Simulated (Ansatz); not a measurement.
# MoSi2: response to strain

Take MoSi2 (space group I4/mmm, No. 139; a = 3.202 Å, c = 7.819 Å) as the base. Axes: x, y, z lie along a, b, c of the conventional cell.

Strains are applied to the cell and any free atomic positions relax; under biaxial strain the out-of-plane vector relaxes too.

Method: r2SCAN (Ansatz, an electronic-structure program, PAW, no SOC).

Notes on the quantities. energy relative to the base: free energy F; pressure: mean of the normal stresses, compression positive.

```tsv
change	energy relative to the base	pressure	volume per atom
base	0 meV/atom	0.0 GPa	13.36 Å³
biaxial strain −4.37 %, plane normal [001], relaxed out of plane	+87 meV/atom	17.0 GPa	12.45 Å³
biaxial strain −0.19 %, plane normal [001], relaxed out of plane	+0.2 meV/atom	0.6 GPa	13.32 Å³
biaxial strain +1.43 %, plane normal [001], relaxed out of plane	+8.2 meV/atom	-4.5 GPa	13.68 Å³
biaxial strain +1.82 %, plane normal [001], relaxed out of plane	+13 meV/atom	-5.6 GPa	13.77 Å³
biaxial strain +2.12 %, plane normal [001], relaxed out of plane	+18 meV/atom	-6.5 GPa	13.84 Å³
biaxial strain +3.58 %, plane normal [001], relaxed out of plane	(withheld)	(withheld)	(withheld)
isotropic strain +0.82 %	+5.4 meV/atom	-5.1 GPa	13.69 Å³
uniaxial strain ε_xx = −5.61 %	+60 meV/atom	13.9 GPa	12.61 Å³
uniaxial strain ε_xx = −2.87 %	+15 meV/atom	6.5 GPa	12.97 Å³
```

Question: Complete the table.

Answer: 
- biaxial strain +3.58 %, plane normal [001], relaxed out of plane, energy relative to the base: +49 meV/atom
- biaxial strain +3.58 %, plane normal [001], relaxed out of plane, pressure: -10.2 GPa
- biaxial strain +3.58 %, plane normal [001], relaxed out of plane, volume per atom: 14.18 Å³

The mesh was chosen for an insulator and is coarse for the gapless case. Without a gap, meshes like the base's 14×14×14 leave anisotropic stresses uncertain by several tenths of a GPa, and small strain energies with them. Stability against distortions was not tested. The final runs are not spin-polarised.
